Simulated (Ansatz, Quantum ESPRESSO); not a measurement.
**One structure in several programs: Ti₂InC (P6_3/mmc, 8 atoms in the cell)**

Self-consistent single point.

```yaml
crystal:
  lattice:
    - [3.10423, 0.00000, 0.00000]
    - [-1.55212, 2.68835, 0.00000]
    - [0.00000, 0.00000, 13.98921]
  atoms:
    - { symbol: Ti, position: [0.66667, 0.33333, 0.57876] }
    - { symbol: Ti, position: [0.33333, 0.66667, 0.42124] }
    - { symbol: Ti, position: [0.33333, 0.66667, 0.07876] }
    - { symbol: Ti, position: [0.66667, 0.33333, 0.92124] }
    - { symbol: In, position: [0.66667, 0.33333, 0.25000] }
    - { symbol: In, position: [0.33333, 0.66667, 0.75000] }
    - { symbol: C, position: [0.00000, 0.00000, 0.50000] }
    - { symbol: C, position: [0.00000, 0.00000, 0.00000] }
```

Shared settings, as Ansatz (an electronic-structure program) writes them: kpoints.mp_grid.grid = 8 8 2; scf.occupations.method = gaussian; scf.occupations.width = 0.1 eV. Potentials and cutoffs stand in the table.

```tsv
code	model	pressure (GPa)	largest force (eV/Å)	cutoff
Ansatz	PBEsol, PAW files made with PBE	0.60	0.049	420 eV
Quantum ESPRESSO	PBEsol, SSSP 1.1.2 efficiency (PBE) pseudopotentials	0.80	0.038	55 Ry
```

On Ansatz's run: spin polarisation is off.

The spread over the programs that give each value: pressure within 0.20 GPa; largest force within 0.011 eV/Å.

Ansatz's pressure is given at a fixed set of plane waves, as the other plane-wave codes print theirs; with its correction for the finite basis it is 0.69 GPa.

The starting cell comes from a database of computed structures (which also holds hypothetical and non-ambient phases and stackings), without a prior relaxation at this level. Its lattice was rescaled by a random factor within 2.5 % of one.

Left out of this page: Elk (not drawn, or without a comparable value).

Keys are those of Ansatz 0.2.
